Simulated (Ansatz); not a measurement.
Start from ZrO₂ (space group P4_2/nmc, No. 137).

```xyz
6
Lattice="3.6208 0.0000 0.0000 0.0000 3.6208 0.0000 0.0000 0.0000 5.2843" Properties=species:S:1:pos:R:3 pbc="T T T"
Zr     0.0000     0.0000     0.0000
Zr     1.8104     1.8104     2.6421
O      0.0000     1.8104     1.0173
O      0.0000     1.8104     3.6594
O      1.8104     0.0000     1.6248
O      1.8104     0.0000     4.2670
```

Calculations: plane-wave PAW DFT at the PBE level (Ansatz, a first-principles code, 420 eV), no spin-orbit coupling, earlier PAW set.

One change was made to it. Results:

The c/a ratio falls by 0.018 to 1.441; the volume per atom decreases by 0.56 Å³, from 11.55 Å³ to 10.99 Å³; the smallest direct gap increases by 0.044 eV to 4.19 eV; the band gap increases by 0.032 eV to 4.08 eV.

Task: Which of these changes matches the shifts?
(A) pressure 9 GPa
(B) pressure 30 GPa
(C) pressure −1 GPa
(D) pressure 0.9 GPa

Result: A, pressure 9 GPa. For comparison, the volume per atom in the other runs: pressure −1 GPa gives 11.62 Å³; pressure 0.9 GPa gives 11.48 Å³; pressure 30 GPa gives 10.13 Å³.

Load acts through the strain it causes; cell and atoms are relaxed under it. Whether these cells are dynamically stable was not tested. No other phases were tried under pressure. This is not the structure that ZrO2 has at room temperature and ambient pressure.
